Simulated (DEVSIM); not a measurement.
Structure: Schottky contact on n-type Si, at 250 K.

```
layer (left to right)  material  thickness (μm)  Nd (cm⁻³)  τn (s)  τp (s)
---------------------  --------  --------------  ---------  ------  ------
1                            Si            1.70     3.9e15  1.4e-6  1.4e-6
```

Left contact: Schottky, work function 4.46 eV, emission velocity 6.1e6 cm/s. Right contact: ohmic. Voltage is applied to the left contact. Recombination: SRH at mid-gap. Mobility is μmin + (μ − μmin)/(1 + (N/Nref)^α).

The device is made up for the run: typed textbook-type constants, with dimensions and the other settings drawn at random. Values at 300 K; Nc and Nv go as T^1.5, mobilities as T to minus their exponent, the gap by Varshni's rule with the affinity fixed.

```csv
parameter,Si
gap (eV),1.124
affinity (eV),4.05
permittivity,11.7
Nc (cm⁻³),2.86e19
Nv (cm⁻³),3.1e19
μn (cm²/Vs),1417
μp (cm²/Vs),470
"μn,min",52
"μp,min",45
"Nref,n",9.7e16
"Nref,p",2.2e17
αn,0.68
αp,0.72
T exponent of μn,2.3
T exponent of μp,2.2
Varshni α (eV/K),0.000473
Varshni β (K),636
```

Model (solved in DEVSIM): 1D drift-diffusion, Boltzmann statistics, complete ionisation; no tunnelling, impact ionisation, image-force lowering or self-heating. Metal contacts follow the ideal Schottky-Mott rule: no Fermi-level pinning, no interface dipoles.

Problem. Tabulate band edges, carrier densities and field at zero bias.

Solution. Energies count from the Fermi level of the right contact; mesh points crowd at the junctions.

```csv
x (μm),Ec (eV),Ev (eV),n (cm⁻³),p (cm⁻³),field (V/cm)
0.000,0.410,-0.726,1.2e11,54000,-16000
0.009229,0.396,-0.740,2.3e11,28000,-15000
0.02190,0.377,-0.759,5.4e11,12000,-14000
0.03682,0.357,-0.780,1.4e12,4500,-13000
0.07046,0.315,-0.821,9.8e12,650,-11000
0.1060,0.278,-0.858,5.4e13,120,-9300
0.1548,0.240,-0.896,3.2e14,< 1e2,-6400
0.2421,0.203,-0.934,1.8e15,< 1e2,-2500
0.3417,0.189,-0.947,3.3e15,< 1e2,-570
0.4784,0.186,-0.950,3.8e15,< 1e2,-62
0.6394,0.186,-0.950,3.9e15,< 1e2,≈ 0
0.9783,0.186,-0.950,3.9e15,< 1e2,≈ 0
1.181,0.186,-0.950,3.9e15,< 1e2,≈ 0
1.329,0.186,-0.950,3.9e15,< 1e2,≈ 0
1.458,0.186,-0.950,3.9e15,< 1e2,≈ 0
1.531,0.186,-0.950,3.9e15,< 1e2,≈ 0
1.583,0.186,-0.950,3.9e15,< 1e2,≈ 0
1.618,0.186,-0.950,3.9e15,< 1e2,≈ 0
1.656,0.186,-0.950,3.9e15,< 1e2,≈ 0
1.674,0.186,-0.950,3.9e15,< 1e2,≈ 0
1.688,0.186,-0.950,3.9e15,< 1e2,≈ 0
1.700,0.186,-0.950,3.9e15,< 1e2,≈ 0
```
